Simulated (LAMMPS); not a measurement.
Simulation of a melt made from Ni (fcc) with 10 % of Ni sites Al, 4000 atoms, at 2310 K and 0 GPa, brought to that temperature within a few picoseconds.

Method: classical MD, pair style eam/alloy, file NiAlH_jea.eam.alloy, run in LAMMPS.

| r (Å) | g(r), Al-Ni | g(r), Ni-Ni | g(r), Al-Al |
|---|---|---|---|
| 1.740 | 0.000 | 0.000 | 0.000 |
| 1.780 | 0.000 | 0.001 | 0.000 |
| 1.820 | 0.000 | 0.004 | 0.000 |
| 1.860 | 0.001 | 0.010 | 0.000 |
| 1.900 | 0.000 | 0.028 | 0.000 |
| 1.940 | 0.008 | 0.057 | 0.000 |
| 1.980 | 0.025 | 0.134 | 0.000 |
| 2.020 | 0.037 | 0.245 | 0.000 |
| 2.060 | 0.112 | 0.409 | 0.000 |
| 2.100 | 0.215 | 0.631 | 0.020 |
| 2.140 | 0.430 | 0.910 | 0.039 |
| 2.180 | 0.751 | 1.21 | 0.056 |
| 2.220 | 1.05 | 1.52 | 0.143 |
| 2.260 | 1.40 | 1.75 | 0.225 |
| 2.300 | 1.79 | 1.99 | 0.384 |
| 2.340 | 2.08 | 2.19 | 0.387 |
| 2.380 | 2.33 | 2.28 | 0.484 |
| 2.420 | 2.45 | 2.35 | 0.407 |
| 2.460 | 2.54 | 2.31 | 0.643 |
| 2.500 | 2.53 | 2.27 | 0.933 |
| 2.540 | 2.43 | 2.18 | 0.836 |
| 2.580 | 2.37 | 2.09 | 1.17 |
| 2.620 | 2.13 | 1.89 | 1.07 |
| 2.660 | 2.04 | 1.82 | 0.924 |
| 2.700 | 1.90 | 1.67 | 0.933 |
| 2.740 | 1.73 | 1.52 | 0.930 |
| 2.780 | 1.54 | 1.42 | 0.903 |
| 2.820 | 1.39 | 1.26 | 0.756 |
| 2.860 | 1.29 | 1.22 | 0.940 |
| 2.900 | 1.27 | 1.11 | 0.830 |
| 2.940 | 1.18 | 1.03 | 0.982 |
| 2.980 | 1.07 | 0.944 | 0.846 |
| 3.020 | 0.963 | 0.896 | 0.930 |
| 3.060 | 0.939 | 0.859 | 0.868 |
| 3.100 | 0.906 | 0.789 | 0.763 |
| 3.140 | 0.848 | 0.765 | 0.789 |
| 3.180 | 0.773 | 0.726 | 0.856 |
| 3.220 | 0.730 | 0.717 | 0.793 |
| 3.260 | 0.731 | 0.684 | 0.665 |
| 3.300 | 0.701 | 0.685 | 0.803 |
| 3.340 | 0.709 | 0.658 | 0.681 |
| 3.380 | 0.685 | 0.651 | 0.658 |
| 3.420 | 0.680 | 0.647 | 0.612 |
| 3.460 | 0.675 | 0.641 | 0.605 |
| 3.500 | 0.667 | 0.654 | 0.714 |
| 3.540 | 0.667 | 0.637 | 0.599 |
| 3.580 | 0.676 | 0.663 | 0.634 |
| 3.620 | 0.704 | 0.668 | 0.701 |
| 3.660 | 0.735 | 0.696 | 0.614 |
| 3.700 | 0.734 | 0.712 | 0.652 |
| 3.740 | 0.708 | 0.733 | 0.676 |
| 3.780 | 0.721 | 0.741 | 0.761 |
| 3.820 | 0.754 | 0.768 | 0.787 |
| 3.860 | 0.788 | 0.801 | 0.736 |
| 3.900 | 0.823 | 0.826 | 0.866 |
| 3.940 | 0.837 | 0.863 | 0.820 |
| 3.980 | 0.892 | 0.884 | 0.809 |
| 4.020 | 0.945 | 0.921 | 0.913 |
| 4.060 | 0.930 | 0.959 | 0.933 |
| 4.100 | 0.960 | 0.978 | 0.862 |
| 4.140 | 1.00 | 1.00 | 0.851 |
| 4.180 | 1.05 | 1.04 | 0.905 |
| 4.220 | 1.09 | 1.05 | 0.913 |
| 4.260 | 1.10 | 1.09 | 0.940 |
| 4.300 | 1.12 | 1.10 | 1.05 |
| 4.340 | 1.15 | 1.12 | 1.10 |
| 4.380 | 1.17 | 1.15 | 1.20 |
| 4.420 | 1.18 | 1.16 | 1.11 |
| 4.460 | 1.21 | 1.15 | 1.22 |
| 4.500 | 1.22 | 1.16 | 1.14 |
| 4.540 | 1.23 | 1.16 | 1.23 |
| 4.580 | 1.26 | 1.16 | 1.18 |
| 4.620 | 1.23 | 1.17 | 1.20 |
| 4.660 | 1.26 | 1.18 | 1.23 |
| 4.700 | 1.25 | 1.18 | 1.10 |
| 4.740 | 1.25 | 1.17 | 1.06 |
| 4.780 | 1.20 | 1.17 | 1.01 |
| 4.820 | 1.22 | 1.14 | 1.07 |
| 4.860 | 1.17 | 1.16 | 0.965 |
| 4.900 | 1.18 | 1.14 | 1.23 |
| 4.940 | 1.10 | 1.11 | 1.11 |
| 4.980 | 1.10 | 1.11 | 1.09 |
| 5.020 | 1.07 | 1.08 | 1.06 |
| 5.060 | 1.05 | 1.06 | 1.09 |
| 5.100 | 1.02 | 1.05 | 0.985 |
| 5.140 | 1.01 | 1.04 | 0.997 |
| 5.180 | 0.991 | 1.01 | 0.985 |
| 5.220 | 0.959 | 1.00 | 0.957 |
| 5.260 | 0.949 | 0.968 | 0.923 |
| 5.300 | 0.926 | 0.963 | 0.840 |
| 5.340 | 0.928 | 0.950 | 0.859 |
| 5.380 | 0.885 | 0.937 | 0.815 |
| 5.420 | 0.887 | 0.921 | 0.906 |
| 5.460 | 0.892 | 0.917 | 0.880 |
| 5.500 | 0.876 | 0.911 | 0.879 |
| 5.540 | 0.884 | 0.906 | 0.916 |
| 5.580 | 0.883 | 0.888 | 0.911 |
| 5.620 | 0.898 | 0.893 | 0.814 |
| 5.660 | 0.897 | 0.897 | 1.01 |
| 5.700 | 0.884 | 0.887 | 0.849 |
| 5.740 | 0.877 | 0.885 | 0.805 |
| 5.780 | 0.888 | 0.899 | 0.865 |
| 5.820 | 0.895 | 0.899 | 0.845 |

The data show:
- state found: liquid
- first peak of g(r), Al-Ni: 2.47 Å, height 2.5
- coordination number of Al by Ni: 12.1 (counted to 3.50 Å)
- coordination number of Ni by Al: 1.34 (counted to 3.50 Å)
- first peak of g(r), Ni-Ni: 2.43 Å, height 2.3

Caution: a run this short can hold a crystal over, or a liquid under, the potential's melting point.
